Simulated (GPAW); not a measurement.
GPAW run on IrRh3 (Pm-3m, 4 atoms in the cell): self-consistent single point.

Level of theory: LDA (Perdew-Wang 92), GPAW PAW datasets LDA (gpaw-data 1.0.1) (plane waves; GPAW 25.7.0).

The change in words: lattice scaled by 0.98. Reference geometry:
```xyz
4
Lattice="3.8171 0.0000 0.0000 0.0000 3.8171 0.0000 0.0000 0.0000 3.8171" Properties=species:S:1:pos:R:3 pbc="T T T"
Ir     0.0000     0.0000     0.0000
Rh     0.0000     1.9085     1.9085
Rh     1.9085     0.0000     1.9085
Rh     1.9085     1.9085     0.0000
```

Reference input (self-consistent single point, DFT LDA (Perdew-Wang 92), plane waves, GPAW PAW datasets LDA (gpaw-data 1.0.1)): mode = pw; ecut = 600 eV; xc = LDA; kpts = 6 6 6; mesh shift (steps) = 0 0 0; occupations.name = fermi-dirac; occupations.width = 0.1 eV; nbands = -8; convergence.density = 1e-05 e/electron; symmetry.symmorphic = false; symmetry.tolerance = 0.0005; maxiter = 100. This run's input differs from it in these lines:

```diff
@@ -5,9 +5,9 @@
 atoms = Atoms(['Ir', 'Rh', 'Rh', 'Rh'],
-              cell=[[3.817060, 0.000000, 0.000000],
-                    [0.000000, 3.817060, 0.000000],
-                    [0.000000, 0.000000, 3.817060]],
+              cell=[[3.740719, 0.000000, 0.000000],
+                    [0.000000, 3.740719, 0.000000],
+                    [0.000000, 0.000000, 3.740719]],
               positions=[[0.000000, 0.000000, 0.000000],
-                         [0.000000, 1.908530, 1.908530],
-                         [1.908530, 0.000000, 1.908530],
-                         [1.908530, 1.908530, 0.000000]],
+                         [0.000000, 1.870359, 1.870359],
+                         [1.870359, 0.000000, 1.870359],
+                         [1.870359, 1.870359, 0.000000]],
               pbc=True)
```

The program printed (abridged):

```
     iter     time        total  log10-change:
                         energy   eigst   dens
iter:   1 --:--:--   -40.187343
iter:   2 --:--:--   -39.377637   -1.18  -1.38
iter:   3 --:--:--   -38.001109   -1.42  -1.42
iter:   4 --:--:--   -38.188325   -1.93  -1.58
iter:   5 --:--:--   -37.297269   -1.54  -1.59
iter:   6 --:--:--   -37.277202   -2.14  -2.16
iter:   7 --:--:--   -37.236731   -2.41  -2.26
iter:   8 --:--:--   -37.227272   -3.44  -2.72
iter:   9 --:--:--   -37.228364c  -4.32  -3.36
iter:  10 --:--:--   -37.226919c  -4.53  -3.18
iter:  11 --:--:--   -37.227125c  -5.07  -3.49
iter:  12 --:--:--   -37.227153c  -5.91  -3.73
iter:  13 --:--:--   -37.227071c  -5.71  -3.69
   [... 3 lines left out ...]
iter:  17 --:--:--   -37.227058c  -6.75  -3.81
iter:  18 --:--:--   -37.227063c  -7.09  -3.83
iter:  19 --:--:--   -37.227057c  -6.31  -3.86
iter:  20 --:--:--   -37.227006c  -6.43  -4.01
iter:  21 --:--:--   -37.227003c  -7.42c -4.54
iter:  22 --:--:--   -37.227006c  -7.28  -4.63
iter:  23 --:--:--   -37.227007c  -8.40c -4.81
iter:  24 --:--:--   -37.227008c  -8.96c -4.85
iter:  25 --:--:--   -37.227012c  -8.11c -4.87
iter:  26 --:--:--   -37.227011c  -8.78c -4.96
iter:  27 --:--:--   -37.227011c  -8.26c -5.03c
Converged after 27 iterations.

Dipole moment: (-0.000006, -0.000006, -0.000006) |e|*Ang

Energy contributions relative to reference atoms: (reference = -874239.628663)

Kinetic:        +14.857815
Potential:      -17.818709
External:        +0.000000
XC:             -33.384451
Entropy (-ST):   -0.123562
Local:           -0.819885
SIC:             +0.000000
--------------------------
Free energy:    -37.288793
Extrapolated:   -37.227011

Showing only first 2 kpts
 Kpt  Band  Eigenvalues  Occupancy
  0    28     14.36644    0.00012
  0    29     14.36644    0.00012
  0    30     14.95344    0.00000
  0    31     14.95344    0.00000

  1    28     14.05333    0.00285
  1    29     14.13994    0.00120
  1    30     14.13994    0.00120
  1    31     14.36748    0.00012

Fermi level: 13.39800

No gap
No difference between direct/indirect transitions
Energy (eV): -37.227011

Forces in eV/Ang:
  0 Ir    0.00000    0.00000    0.00000
  1 Rh    0.00000    0.00000    0.00000
  2 Rh    0.00000    0.00000    0.00000
  3 Rh    0.00000   -0.00000    0.00000

Stress tensor:
    -0.052567     0.000000     0.000000
     0.000000    -0.052567     0.000000
     0.000000     0.000000    -0.052567
Stress (GPa, Voigt): [-8.4221 -8.4221 -8.4221  0.      0.      0.    ]
```

The run converged in 27 iterations. GPAW prints stress with tension positive. Against the reference run the free energy goes down by 9.6 meV/atom and the pressure goes from -11.20 to 8.42 GPa.

The starting cell comes from a database of computed structures (which also holds hypothetical and non-ambient phases and stackings), without a prior relaxation at this level. For this run, on top of that: lattice scaled by 0.98. Spin polarisation is off. With a pressure of about 8 GPa the cell is away from its equilibrium volume at this level.

Cost on one core of a shared machine: roughly 60 s.
